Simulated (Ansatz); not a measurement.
An ideal cubic perovskite cell is held by its symmetry; such compounds can tilt or shift off centre at room temperature.

```
CELL_PARAMETERS angstrom
      4.00768     0.00000     0.00000
      0.00000     4.00768     0.00000
      0.00000     0.00000     4.00768
ATOMIC_POSITIONS crystal
  Ba 0.50000 0.50000 0.50000
  Ti 0.00000 0.00000 0.00000
  O  0.50000 0.00000 0.00000
  O  0.00000 0.50000 0.00000
  O  0.00000 0.00000 0.50000
```

Space group of this cell: Pm-3m, cubic perovskite. The cell is taken as given; by r2SCAN its mean pressure is -1.8 GPa.

The numbers are results of r2SCAN (plane waves, PAW; Ansatz, an electronic-structure program), not measurements.

The current runs along the normal of the first two printed vectors; no spin-orbit coupling. Scaled by the factor s: all lengths (ions clamped). Meshes 8×8×8 and 8×8 across the current in all rows.

| s | mean pressure (GPa) | band gap (eV) |
|---|---|---|
| 0.98 | 10.2 | ? |
| 1.00 | -1.8 | 2.15 |
| 1.02 | -10.8 | 2.00 |

### Question
Take the slope of the band gap against ln s from the two given rows, extrapolate to s = 0.98, and say what the run there gives.

### Answer
Slope = (2.00 − 2.15) / ln 1.02 = -7.57 eV. The line gives 2.15 + (-7.57) × ln 0.98 = 2.30 eV. The run gives 2.30 eV, as the line does.
